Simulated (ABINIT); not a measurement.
ABINIT 10.0.3, DFT, PBE, plane waves, JTH v2.0 PBE PAW: SrTiO3 (from the phase in space group 221, mp-5229) (O3TiSr), 5 atoms. Basis and mesh were picked for this test and aren't claimed converged.

- cell: 3.91, 3.91, 3.91 Å; 90, 90, 90°
- task: scf
- ecut: 22 Ha
- pawecutdg: 44 Ha
- nband: 24
- k mesh (ngkpt): 6×6×6
- shiftk: 0×0×0
- nstep: 100
- tolvrs: 1e-09
- occopt: 1
- prtwf: 0
- prtden: 0
- paral_kgb: 1
- ranks over k-points and spins (np_spkpt): 2
- ranks over bands (npband): 1
- ranks over FFT planes (npfft): 1
- bands a rank in one block (bandpp): 24
- wfoptalg: 114
- nline: 4 (default)
- kptopt: 1 (default)
- k-points after symmetry: 20
- bands: 24
- symmetry operations: 48

Settings of this run: diemac = 12, iscf = 12, iprcel = 0, dielng = 1.07748; 2 ranks.

```
iteration  deltaE (Ha)     residm      nres2
---------  -----------  ---------  ---------
1           -1.389E+02  4.354E-04  1.357E+02
2            2.192E-02  2.338E-04  3.826E+02
3           -1.136E+00  1.209E-03  4.714E+02
4            9.077E-01  1.386E-02  5.567E+02
5           -1.249E+00  9.008E-04  5.939E+02
6            1.168E+00  1.159E-02  6.406E+02
7           -1.396E+00  8.334E-03  6.601E+02
8            1.364E+00  2.014E-02  6.788E+02
9           -1.462E+00  9.527E-04  6.872E+02
10           1.456E+00  8.375E-03  6.631E+02
11          -1.338E+00  5.527E-03  6.565E+02
12           1.346E+00  1.092E-02  6.707E+02
13          -1.418E+00  1.904E-02  6.743E+02
14           1.414E+00  1.742E-02  6.678E+02
…                    …          …          …
51          -1.424E+00  1.309E-03  6.798E+02
52           1.420E+00  9.531E-03  6.834E+02
53          -1.440E+00  2.179E-02  6.838E+02
54           1.444E+00  1.465E-02  6.792E+02
55          -1.419E+00  1.029E-02  6.781E+02
56           1.418E+00  1.070E-02  6.776E+02
57          -1.417E+00  9.272E-04  6.770E+02
58           1.417E+00  1.174E-02  6.838E+02
…                    …          …          …
93          -1.415E+00  1.264E-02  6.755E+02
94           1.412E+00  1.547E-02  6.835E+02
95          -1.452E+00  4.224E-03  6.858E+02
96           1.448E+00  7.429E-03  6.877E+02
97          -1.454E+00  1.654E-02  6.894E+02
98           1.451E+00  1.210E-02  6.908E+02
99          -1.461E+00  2.082E-02  6.913E+02
100          1.460E+00  1.334E-02  6.914E+02
```

It was not converged within nstep = 100 iterations.

Task: Which change of settings makes this cycle converge?

Result: This is not unique; one that fits is iscf = 14 (15 SCF iterations), all else kept. With more settings changed, the fewest of all runs of this system: diemac = 8, iscf = 17 (default), npulayit = 7 (default), diemix = 0.7 (default) (11). Counts are of single runs.
